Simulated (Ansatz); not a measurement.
This concerns the energy of the reaction as written. Reaction: 1/4 cell B + 3/8 N2 (gas) → cell A. Negative: the products are lower in energy.

Cell A: a slab of Co (hcp, P6₃/mmc) cut along (0001), 6 atoms, hexagonal cell of 2.49 Å (5.4 Å²), symmetry P3m1 within 0.02 Å, 9.2 Å thick under 16 Å of vacuum, in-plane vectors held at the crystal's; planes from bottom to top: Co × 5 | N, its two faces unlike (dipole correction applied); added, foreign or displaced atoms, above the top plane: N bound to 3 Co at 1.77 Å; spin state with PBE: parallel moments, net moment 7.1 μB a cell, k-point mesh 21×21×1.
```xyz
6
Lattice="2.4933 0.0000 0.0000 1.2467 2.1593 0.0000 0.0000 0.0000 25.3262" Properties=species:S:1:pos:R:3 pbc="T T T"
Co     0.0000     0.0000     8.0150
Co     2.4933     1.4395     9.9688
Co     0.0000     0.0000    12.0307
Co     2.4933     1.4395    14.0100
Co     0.0000     0.0000    16.1965
N      1.2467     0.7198    17.2318
```

Cell B: a slab of Co (hcp, P6₃/mmc) cut along (0001), 21 atoms, hexagonal cell of 4.99 Å (21.5 Å²), symmetry P3m1 within 0.02 Å, 9.1 Å thick under 16 Å of vacuum, in-plane vectors held at the crystal's; planes from bottom to top: Co4 × 5 | N, its two faces unlike (dipole correction applied); added, foreign or displaced atoms, above the top plane: N bound to 3 Co at 1.77 Å; spin state with PBE: parallel moments, net moment 31.5 μB a cell, k-point mesh 11×11×1.
```
CELL_PARAMETERS angstrom
      4.98667     0.00000     0.00000
      2.49334     4.31858     0.00000
      0.00000     0.00000    25.32625
ATOMIC_POSITIONS crystal
  Co 0.00003 0.00003 0.31732
  Co 0.49994 0.00003 0.31732
  Co 0.00003 0.49994 0.31732
  Co 0.50000 0.50000 0.31735
  Co 0.83333 0.33333 0.39465
  Co 0.33333 0.33333 0.39465
  Co 0.83333 0.83333 0.39459
  Co 0.33333 0.83333 0.39465
  Co 0.99966 0.99966 0.47539
  Co 0.50068 0.99966 0.47539
  Co 0.99966 0.50068 0.47539
  Co 0.50000 0.50000 0.47583
  Co 0.83540 0.33230 0.55471
  Co 0.33230 0.33230 0.55471
  Co 0.83333 0.83333 0.55383
  Co 0.33230 0.83540 0.55471
  Co 0.99731 0.99731 0.63578
  Co 0.50539 0.99731 0.63578
  Co 0.99731 0.50539 0.63578
  Co 0.50000 0.50000 0.63013
  N  0.16667 0.16667 0.67515
```

Reference: an isolated N2 molecule (singlet) in a box of 11 × 11 × 13 Å.

Plane-wave PAW calculations with Ansatz (a quantum-chemistry and plane-wave program), its default PAW set, cutoff 420 eV. The structures are at rest with PBE, within the held lattices. Neutral cells; Fermi-Dirac smearing of at most 0.10 eV in the solids, energies taken to zero width. Larger cells are relaxed from a start prepared with the learned potential CHGNet till forces fall under 0.03 eV/Å, which some starts already meet. A dispersion term (D3(BJ), or D4 for r2SCAN) was computed beside these levels and is taken off wherever the name lacks it. Nuclei at rest; no vibrational terms. The structures are the rest points that the relaxations reached, not proven lowest. No Hubbard U is applied. No search over spin orders was made beyond those shown. Values are for these cell sizes. The cells' k-point meshes differ in density, so the last digit is unsettled. Cell A has symmetry P3m1 within 0.02 Å and got no random move, so less symmetric positions, which may lie lower, weren't tried. Cell B has symmetry P3m1 within 0.02 Å and got no random move, so less symmetric positions, which may lie lower, weren't tried.

Q: Predict the value from PBE.

A: 1.01 eV, for 1/4 cell B + 3/8 N2 (gas) → cell A.
